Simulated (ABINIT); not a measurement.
A self-consistent single point of B₆Pb (P1, 7 atoms in the cell) with ABINIT.

Method of the run: LDA (PW92), norm-conserving pseudopotentials (PseudoDojo nc-sr-04 LDA standard) (plane waves; ABINIT).

The change in words: atoms moved at random. Reference geometry:
```
CELL_PARAMETERS angstrom
      4.15257     0.00000     0.00000
      0.00000     4.15257     0.00000
      0.00000     0.00000     4.15257
ATOMIC_POSITIONS crystal
  B  0.20300 0.50000 0.50000
  B  0.79700 0.50000 0.50000
  B  0.50000 0.20300 0.50000
  B  0.50000 0.79700 0.50000
  B  0.50000 0.50000 0.20300
  B  0.50000 0.50000 0.79700
  Pb 0.00000 0.00000 0.00000
```

Reference input (self-consistent single point, DFT, LDA (PW92), plane waves, norm-conserving pseudopotentials (PseudoDojo nc-sr-04 LDA standard)): pseudos = [B.upf, Pb.upf]; ecut = 38 Ha; occopt = 1; ngkpt = 4 4 4; nshiftk = 1; shiftk = 0 0 0; potentials = PseudoDojo nc-sr-04 LDA standard; nband = 19; kptopt = 1; nstep = 60; tolvrs = 1e-11; diemac = 12. This run's input differs from it in these lines:

```diff
@@ -13,9 +13,9 @@
 xcart
-         1.5929864299    3.9236118964    3.9236118964
-         6.2542373629    3.9236118964    3.9236118964
-         3.9236118964    1.5929864299    3.9236118964
-         3.9236118964    6.2542373629    3.9236118964
-         3.9236118964    3.9236118964    1.5929864299
-         3.9236118964    3.9236118964    6.2542373629
-         0.0000000000    0.0000000000    0.0000000000
+         1.5605303123    3.9715662810    3.9305802311
+         6.2269839546    4.0472919906    4.0441844900
+         3.9383882188    1.6114823364    3.9137793250
+         3.8540384102    6.1997697825    3.8481137563
+         3.9507789852    3.8346714619    1.4905880067
+         4.1216208944    3.8906614037    6.2745302836
+         7.7365543956    7.8334597623    0.0398874385
 ecut 38
```

Output, abridged:

```
--- !BeginCycle
solver: {iscf: 7, nstep: 60, nline: 4, wfoptalg: 0, }
tolerances: {tolvrs: 1.00E-11, }
...

     iter   Etot(hartree)      deltaE(h)  residm     vres2
 ETOT  1  -87.214859693527    -8.721E+01 3.874E-01 4.078E+03
 ETOT  2  -87.936269898552    -7.214E-01 6.952E-02 1.567E+02
 ETOT  3  -87.955598928030    -1.933E-02 3.037E-03 6.669E+00
 ETOT  4  -87.956348194700    -7.493E-04 2.423E-03 2.819E-01
 ETOT  5  -87.956384864959    -3.667E-05 1.568E-03 1.605E-02
   [... 3 lines left out ...]
 ETOT  9  -87.956387655749    -1.171E-10 1.293E-03 2.531E-08
 ETOT 10  -87.956387655754    -4.903E-12 1.916E-03 9.629E-10
 ETOT 11  -87.956387655754     1.421E-14 8.253E-04 6.083E-11
 ETOT 12  -87.956387655753     8.669E-13 9.832E-04 3.611E-12
 At SCF step   12       vres2   =  3.61E-12 < tolvrs=  1.00E-11 =>converged.

 Cartesian components of stress tensor (hartree/bohr^3)
  sigma(1 1)= -7.69890318E-05  sigma(3 2)=  1.04276552E-05
  sigma(2 2)= -7.26271018E-05  sigma(3 1)=  1.42380555E-04
  sigma(3 3)= -4.32803219E-05  sigma(2 1)= -5.55548087E-06

 ----iterations are completed or convergence reached----

 reduced coordinates (array xred) for    7 atoms
       0.198863999996      0.506111000000      0.500887999996
       0.793526999996      0.515761000000      0.515365000003
       0.501883000000      0.205356999998      0.498747000002
       0.491133999993      0.790058999998      0.490379000001
       0.503462000004      0.488665999996      0.189951000004
       0.525233000005      0.495801000001      0.799586000001
   [... lines left out ...]
 Fermi (or HOMO) energy (eV) =   6.52342   Average Vxc (eV)= -11.55713
   [... lines left out ...]
total_energy        : -8.79563876557530E+01
total_energy_eV     : -2.39341502743966E+03
band_energy         : -3.38533077110996E+00
...

-Cartesian components of stress tensor (GPa)         [Pressure=  1.8917E+00 GPa]
- sigma(1 1)= -2.26509514E+00  sigma(3 2)=  3.06792156E-01
- sigma(2 2)= -2.13676275E+00  sigma(3 1)=  4.18897986E+00
- sigma(3 3)= -1.27335082E+00  sigma(2 1)= -1.63447863E-01

 Calculation completed.
```

The run converged in 12 iterations. Against the reference run the free energy goes up by 40.8 meV/atom, the pressure goes from 1.09 to 1.89 GPa, the largest force goes from 0.026 to 2.249 eV/Å and the gap on the mesh goes from 0.913 to 0.554 eV.

The starting cell comes from a database of computed structures (which also holds hypothetical and non-ambient phases and stackings), without a prior relaxation at this level. Its lattice was rescaled by a random factor within 2.5 % of one. For this run, on top of that: atoms moved at random. Spin-orbit coupling is off. Forces in this geometry exceed 1 eV/Å.

Cost on one core of a shared machine: roughly 3 min.
